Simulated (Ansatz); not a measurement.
A computed series for AlN: response to strain

Base system: AlN in the rock salt structure (space group Fm-3m, No. 225; a = 4.045 Å; a model cell, its experimental status unchecked). Axes: x, y, z lie along the cube axes.

Strains are applied to the cell and any free atomic positions relax; under biaxial strain the out-of-plane vector relaxes too.

Calculations: plane-wave PAW DFT at the PBEsol level (Ansatz, a program for electronic structure, 420 eV), scalar-relativistic without spin-orbit coupling.

Notes on the quantities. pressure: mean of the normal stresses, compression positive; energy relative to the base: free energy F.

| case | gap character | volume per atom | pressure | smallest direct gap | energy relative to the base |
|---|---|---|---|---|---|
| base | indirect, Γ → X | 8.27 Å³ | 0.00 GPa | 5.63 eV | 0 meV/atom |
| biaxial strain +3.56 %, plane normal [001], relaxed out of plane | indirect, Γ → M | 8.66 Å³ | -9.42 GPa | 4.80 eV | +28 meV/atom |
| biaxial strain −1.18 %, plane normal [111], relaxed out of plane | indirect, Γ → F | 8.10 Å³ | 6.00 GPa | 5.87 eV | +5.4 meV/atom |
| isotropic strain −4.25 % | indirect, Γ → X | 7.26 Å³ | 44.22 GPa | 7.61 eV | +125 meV/atom |
| uniaxial strain ε_zz = +0.68 % | indirect, Γ → X | 8.33 Å³ | -1.73 GPa | 5.50 eV | +0.5 meV/atom |

Stability against distortions was not tested. The base started in P3_121 and relaxed to Fm-3m at this level. This is not the structure that AlN has at room temperature and ambient pressure. Labels are those of the standard path for the cell's own space group.
